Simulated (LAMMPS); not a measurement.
Al (fcc) at 750 K and zero pressure, started from the melt, with several potentials, in cells of their own sizes.

Potentials compared:
- EAM-type AlCu.adp: classical MD, pair style adp, file AlCu.adp (LAMMPS); Apostol and Mishin, Phys Rev B 83, 054116 (2011)
- EAM-type AlCu.eam.alloy: classical MD, pair style eam/alloy, file AlCu.eam.alloy (LAMMPS); Cai and Ye, Phys Rev B, 54, 8398-8410 (1996)
- EAM-type AlFe_mm.eam.fs: classical MD, pair style eam/fs, file AlFe_mm.eam.fs (LAMMPS); Mendelev, Srolovitz, Ackland and Han, J Mater Res 20, 208-218 (2005)
- EAM-type Al_jnp.eam: classical MD, pair style eam, file Al_jnp.eam (LAMMPS); Jacobsen, Norskov and Puska, Phys Rev B, 35, 7423 (1987)
- EAM-type NiAlH_jea.eam.alloy: classical MD, pair style eam/alloy, file NiAlH_jea.eam.alloy (LAMMPS); Moody and Baskes, Modell Sim Mater Sci Eng, 3, 289-307 (1995)
- MEAM MoCoNiVFeAlCr_2nn.meam: classical MD, pair style meam, file MoCoNiVFeAlCr_2nn.meam (LAMMPS); Wang, J., Kwon, H., Kim, H.S. et al. A neural network model for high entropy alloy design. npj Comput Mater 9, 60 (2023).
- bond-order AlCu.bop.table: classical MD, pair style bop, file AlCu.bop.table (LAMMPS); Zhou, Ward, and Foster, Phys. Chem. Chem. Phys., under consideration

```
potential                      state                    volume  first peak of g(r)       coordination number  self-diffusion coefficient of Al (not corrected for cell size)  mean phonon frequency  rough cost (ms per atom and simulated ps)
----------------------------  ------  ------------------------  ------------------  ------------------------  --------------------------------------------------------------  ---------------------  -----------------------------------------
bond-order AlCu.bop.table     liquid    16.828 ± 0.003 Å³/atom  2.76 Å, height 2.8  12.4 (counted to 3.62 Å)                                     (1.47 ± 0.08) × 10^-5 cm²/s                5.4 THz                                   10 to 30
EAM-type AlCu.adp             liquid    18.051 ± 0.002 Å³/atom  2.81 Å, height 3.3  12.6 (counted to 3.78 Å)                                       (9.4 ± 0.2) × 10^-6 cm²/s                5.8 THz                                     1 to 3
EAM-type AlCu.eam.alloy       liquid    18.855 ± 0.002 Å³/atom  2.79 Å, height 2.9  13.1 (counted to 3.94 Å)                                     (3.73 ± 0.07) × 10^-5 cm²/s                4.6 THz                                     1 to 3
EAM-type AlFe_mm.eam.fs       liquid    18.441 ± 0.003 Å³/atom  2.79 Å, height 3.2  12.6 (counted to 3.82 Å)                                   (2.165 ± 0.009) × 10^-5 cm²/s                5.3 THz                                     1 to 3
EAM-type Al_jnp.eam           liquid    17.204 ± 0.001 Å³/atom  2.76 Å, height 3.2  13.3 (counted to 3.82 Å)                                     (1.10 ± 0.03) × 10^-5 cm²/s                5.7 THz                                   0.3 to 1
EAM-type NiAlH_jea.eam.alloy  liquid  19.4411 ± 0.0009 Å³/atom  2.74 Å, height 2.6  12.2 (counted to 3.86 Å)                                     (9.35 ± 0.07) × 10^-5 cm²/s                4.4 THz                                   0.3 to 1
MEAM MoCoNiVFeAlCr_2nn.meam   liquid    18.400 ± 0.006 Å³/atom  2.77 Å, height 3.0  11.3 (counted to 3.62 Å)                                     (2.57 ± 0.05) × 10^-5 cm²/s                5.3 THz                                    3 to 10
```

Costs are rough: whole-run CPU time with set-up and analysis, from shared machines, in bands a factor of about three wide.

Caution (rows bond-order AlCu.bop.table; EAM-type NiAlH_jea.eam.alloy): this liquid lies under the measured melting point of 933 K, so it is undercooled or the potential melts low.

Caution (rows bond-order AlCu.bop.table; EAM-type NiAlH_jea.eam.alloy): a run this short can hold a crystal over, or a liquid under, the potential's own melting point, which these runs don't give.

Caution (row EAM-type AlCu.adp): this liquid lies under the melting point of about 1050 K that EAM-type AlCu.adp gives, so it is undercooled.

Caution: the potential EAM-type AlFe_mm.eam.fs is made for dilute Fe in Al.

Caution (row EAM-type AlFe_mm.eam.fs): this liquid lies under the melting point of about 930 K that EAM-type AlFe_mm.eam.fs gives, so it is undercooled.

Caution (row EAM-type Al_jnp.eam): this liquid lies under the melting point of about 1050 K that EAM-type Al_jnp.eam gives, so it is undercooled.

Caution: the potential EAM-type NiAlH_jea.eam.alloy is made for Ni, Ni3Al and hydrogen in them.

Caution (row MEAM MoCoNiVFeAlCr_2nn.meam): this liquid lies under the melting point of about 940 K that MEAM MoCoNiVFeAlCr_2nn.meam gives, so it is undercooled.

States go by the mean squared displacement: a species diffuses where it passes 1.5 Å², still rises and gives D over 1e-6 cm²/s; a crystal has left its structure where atoms lie 0.35 Å off their sites on average or a cubic box changes its shape by 3 %, or the axial ratios of another lie 8 % off the starting cell's, which the potential's own relaxation can also do.

Errors of D are the spread over four groups of atoms in one short run; a floor of about 5 %, a picked value, is safer.

Uncertainties are statistical and leave out the potential's own error.
